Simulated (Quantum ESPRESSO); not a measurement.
A user runs Quantum ESPRESSO on BaSrMg6 (Amm2, 8 atoms in the cell) and asks whether the run is sound. The aim is a self-consistent single point with DFT, PBEsol, plane waves, GBRV 1.5 ultrasoft (PBESOL) pseudopotentials.

Cell that was meant: a = 5.6510 Å, b = 7.3399 Å, c = 7.3399 Å, α = 60.65°, β = 90.00°, γ = 90.00°.

Part of the input:

```fortran
    ecutrho = 200,
    occupations = 'smearing',
    smearing = 'gauss',
    degauss = 0.1,
/
&electrons
    conv_thr = 1e-10,
```

Log, with long lists cut:

```
     Message from routine setup:
     using ibrav=0 with symmetry is DISCOURAGED, use correct ibrav instead
     G-vector sticks info
   [... lines left out ...]
        k(    6) = (   0.3333333  -0.2541411   0.1486581), wk =   0.5925926
        k(    7) = (   0.3333333   0.0000000   0.2973162), wk =   0.2962963
        k(    8) = (   0.3333333   0.5082823  -0.0000000), wk =   0.2962963

     Dense  grid:    85591 G-vectors     FFT dimensions: (  50,  64,  64)

     Smooth grid:    61247 G-vectors     FFT dimensions: (  45,  60,  60)

     Initial potential from superposition of free atoms

     starting charge      78.1541, renormalised to      80.0000

     negative rho (up, down):  1.621E-01 0.000E+00
     Self-consistent Calculation

     iteration #  1     ecut=    40.00 Ry     beta= 0.70

     Threshold (ethr) on eigenvalues was too large:
     Diagonalizing with lowered threshold

     negative rho (up, down):  1.480E-01 0.000E+00

     total energy              =    -890.84078920 Ry
     estimated scf accuracy    <       0.76371832 Ry

     iteration #  2     ecut=    40.00 Ry     beta= 0.70

     negative rho (up, down):  1.492E-01 0.000E+00

     total energy              =    -890.94089778 Ry
     estimated scf accuracy    <       0.35384204 Ry

     iteration #  3     ecut=    40.00 Ry     beta= 0.70

     negative rho (up, down):  1.490E-01 0.000E+00

     total energy              =    -891.02444380 Ry
     estimated scf accuracy    <       0.14890364 Ry

   [... 8 blocks of this kind left out ...]

     iteration # 12     ecut=    40.00 Ry     beta= 0.70

     negative rho (up, down):  1.498E-01 0.000E+00

     total energy              =    -891.05289016 Ry
     estimated scf accuracy    <          2.0E-10 Ry

     iteration # 13     ecut=    40.00 Ry     beta= 0.70

     negative rho (up, down):  1.497E-01 0.000E+00
     End of self-consistent calculation

     the Fermi energy is     4.8460 ev

!    total energy              =    -891.05289018 Ry
     estimated scf accuracy    <          9.6E-11 Ry
     smearing contrib. (-TS)   =      -0.36020368 Ry
     internal energy E=F+TS    =    -890.69268650 Ry

     convergence has been achieved in  13 iterations

     negative rho (up, down):  1.497E-01 0.000E+00

     Forces acting on atoms (cartesian axes, Ry/au):

     atom    1 type  1   force =     0.00000000    0.00000000   -0.00024136
     atom    2 type  2   force =     0.00000000    0.00000000    0.00058028
     atom    3 type  3   force =     0.00000000   -0.00368575    0.00098344
     atom    4 type  3   force =     0.00000000    0.00368575    0.00098344
   [... lines left out ...]
     Total force =     0.007587     Total SCF correction =     0.000050
   [... lines left out ...]

     negative rho (up, down):  1.497E-01 0.000E+00
          total   stress  (Ry/bohr**3)                   (kbar)     P=      -14.13
  -0.00006966   0.00000000   0.00000000          -10.25        0.00        0.00
   0.00000000  -0.00010462  -0.00000000            0.00      -15.39       -0.00
   0.00000000   0.00000000  -0.00011381            0.00        0.00      -16.74

   JOB DONE.
```

Q: Is this run sound? If not, what is wrong?

A: The run is not sound. The fault is a smearing width that is far too large. A width of many tenths of an electronvolt moves electrons far across the Fermi level or the gap, and the free energy and its derivatives carry a large smearing term. To fix it, use a width small against the gap or band features. The run converged in 13 iterations without an error; against the sound input the free energy goes down by 323 meV/atom, the pressure goes from -2.08 to -1.41 GPa and the largest force goes from 0.083 to 0.098 eV/Å.

The sound input it was made from differs as follows (other fixes are possible):
```diff
-    degauss = 0.1,
+    degauss = 0.019992,
```

With that input, the run converged in 12 iterations: free energy E − TS -12120.8065 eV; Fermi level (on the code's own zero) 4.93 eV; pressure -2.08 GPa; largest force (vector length) 0.083 eV/Å (DFT, PBEsol, plane waves, GBRV 1.5 ultrasoft (PBESOL) pseudopotentials).

On the sound input: the starting cell comes from a database of computed structures (which also holds hypothetical and non-ambient phases and stackings), without a prior relaxation at this level. Its lattice was rescaled by a random factor within 2.5 % of one. Without a gap this mesh is coarse (it stands for a supercell whose shortest vector is 17 Å).
